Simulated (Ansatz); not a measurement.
```xyz
5
Lattice="3.4656 0.0000 0.0000 0.0000 3.4656 0.0000 0.0000 0.0000 4.6891" Properties=species:S:1:pos:R:3 pbc="T T T"
Si     1.7328     1.7328     2.2992
Sn     0.0000     0.0000     0.0695
O      1.7328     1.7328     3.9302
O      1.7328     0.0000     1.7882
O      0.0000     1.7328     1.7882
```

Relaxed-ion tensors in this frame from PBEsol in Ansatz (a quantum-chemistry and plane-wave program). Proper piezoelectric stress tensor e (C/m²):

```
0.00  0.00  0.00  0.00  6.06  0.00
0.00  0.00  0.00  6.06  0.00  0.00
1.24  1.24  1.39  0.00  0.00  0.00
```

Stiffness C (GPa):

```
 256   203  73.7   0.0   0.0   0.0
 203   256  73.7   0.0   0.0   0.0
73.7  73.7  97.1   0.0   0.0   0.0
 0.0   0.0   0.0  40.9   0.0   0.0
 0.0   0.0   0.0   0.0  40.9   0.0
 0.0   0.0   0.0   0.0   0.0   178
```

The cell was generated from a structure type, relaxed within its symmetry, and need not be the phase found at ambient conditions. Spin-orbit coupling is not included. Sn is the large-site (A) cation and Si the one bonded closest to the anions (B).

Problem. Obtain the piezoelectric strain tensor d.

Solution. d = e S with S = C⁻¹, in pC/N:

```
 0.0   0.0   0.0   0.0   148   0.0
 0.0   0.0   0.0   148   0.0   0.0
 0.5   0.5  13.5   0.0   0.0   0.0
```
At this level the polar cell without biaxial strain is unstable to a cell-doubling distortion (lowest mode away from Γ 171i cm⁻¹ on a 2×2×2 mesh), so it is not the ground state.

The PAW data sets were generated under PBE and serve the other functionals too.
